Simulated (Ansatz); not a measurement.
Take MoS$_{2}$ in the 2H-MoS2 type structure (space group P6_3/mmc, No. 194; a = 3.149 Å, c = 12.091 Å; layered, stacked along the Cartesian z axis) as the base.

(Cell as relaxed with PBE-D3(BJ).)

Levels (all Ansatz, a program for electronic structure, PAW, earlier PAW set): PBE-D3(BJ) (420 eV, no SOC); PBEsol-D3(BJ) (420 eV, no spin-orbit coupling).

Each level relaxes its own structure.

```
base                 PBE-D3(BJ)  PBEsol-D3(BJ)
-------------------  ----------  -------------
volume per atom        17.31 Å³       16.34 Å³
lattice parameter a     3.149 Å        3.109 Å
band gap                0.78 eV        0.52 eV
```

The change: cell and atoms relaxed at a pressure of 100 GPa.

```tsv
quantity	PBE-D3(BJ)	PBEsol-D3(BJ)
c/a ratio	3.689	…
lattice parameter a	2.730 Å	…
```

Predict the PBEsol-D3(BJ) column.


- c/a ratio, PBEsol-D3(BJ): 3.707
- lattice parameter a, PBEsol-D3(BJ): 2.710 Å

PBE-D3(BJ)'s c/a ratio lies 0.018 below PBEsol-D3(BJ)'s; PBE-D3(BJ)'s lattice parameter a lies 0.020 Å above PBEsol-D3(BJ)'s (0.8 %). Neither level is exact; PBEsol-D3(BJ) is the comparison here, not a measurement.

A case with no gap was solved on a k-mesh chosen for an insulator, which is coarse for it. Load acts through the strain it causes; cell and atoms are relaxed under it. No phonon test of stability was made. No other phases were tried under pressure. All final runs are without spin polarisation.
